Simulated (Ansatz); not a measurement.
**A computed series for NiSi: pressure series**

Start from NiSi (space group Pnma, No. 62; a = 5.1899 Å, b = 3.3505 Å, c = 5.6240 Å; non-magnetic).

Cell and atoms are relaxed at each pressure.

All numbers come from DFT with PBE, PAW potentials and a 420 eV plane-wave cutoff in Ansatz (a program for electronic structure), scalar-relativistic without spin-orbit coupling.

Notes on the quantities. enthalpy: H = E + PV relative to the base's energy.

```json
[
 {"variant": "base", "volume per atom": "12.22 Å³", "enthalpy": "–"},
 {"variant": "pressure −2 GPa", "volume per atom": "?", "enthalpy": "-0.15 eV/atom"},
 {"variant": "pressure −1 GPa", "volume per atom": "12.30 Å³", "enthalpy": "-0.08 eV/atom"},
 {"variant": "pressure 0.3 GPa", "volume per atom": "12.20 Å³", "enthalpy": "+0.02 eV/atom"},
 {"variant": "pressure 0.7 GPa", "volume per atom": "12.17 Å³", "enthalpy": "+0.05 eV/atom"},
 {"variant": "pressure 1.5 GPa", "volume per atom": "12.12 Å³", "enthalpy": "+0.11 eV/atom"},
 {"variant": "pressure 3 GPa", "volume per atom": "12.01 Å³", "enthalpy": "+0.23 eV/atom"},
 {"variant": "pressure 5 GPa", "volume per atom": "11.88 Å³", "enthalpy": "+0.38 eV/atom"},
 {"variant": "pressure 7.5 GPa", "volume per atom": "11.73 Å³", "enthalpy": "+0.56 eV/atom"},
 {"variant": "pressure 10 GPa", "volume per atom": "11.59 Å³", "enthalpy": "+0.74 eV/atom"}
]
```

Task: Some entries are withheld; estimate them.

Result: 
- pressure −2 GPa, volume per atom: 12.38 Å³

Load acts through the strain it causes; cell and atoms are relaxed under it. Stability against distortions was not tested. No other phases were tried under pressure. Starting moments died away, wholly or in part, for the base; another magnetic solution may exist. All final runs are without spin polarisation.
